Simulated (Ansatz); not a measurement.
Take Pt in the fcc (Cu type) structure (space group Fm-3m, No. 225; a = 3.942 Å; relaxed with 0.1 eV smearing) as the base. Axes: x, y, z lie along the cube axes.

Method: Ansatz (a first-principles code), r2SCAN, PAW, cutoff 500 eV, no spin-orbit coupling, earlier PAW set.

Base values:

| Property | Value |
|---|---|
| Pressure | 0.0 GPa |
| Shortest interatomic distance | 2.787 Å |

Perturbation: biaxial strain +2.49 %, plane normal [110], relaxed out of plane (Cartesian); in-plane vectors clamped, the third vector and the atoms free.

**Question.** How does this affect the energy relative to the base?

**Answer.** The energy grows by 20 meV/atom.

**Question.** What happens to the ratio −ε⊥/ε∥?

**Answer.** The ratio −ε⊥/ε∥ amounts to 0.96.

**Question.** Estimate the effect on the pressure.

**Answer.** The pressure (mean of the normal stresses, compression positive) goes from zero to -5.7 GPa.

**Question.** What does the calculation give for the shortest interatomic distance after the change?

**Answer.** The shortest interatomic distance shrinks by 0.066 Å (2.787 Å → 2.721 Å).

A biaxial case was relaxed in a doubled cell and then solved in the primitive one. Whether these cells are dynamically stable was not tested. The final runs are not spin-polarised. Pt lies near a magnetic instability that expansion can trigger; it was not tested.
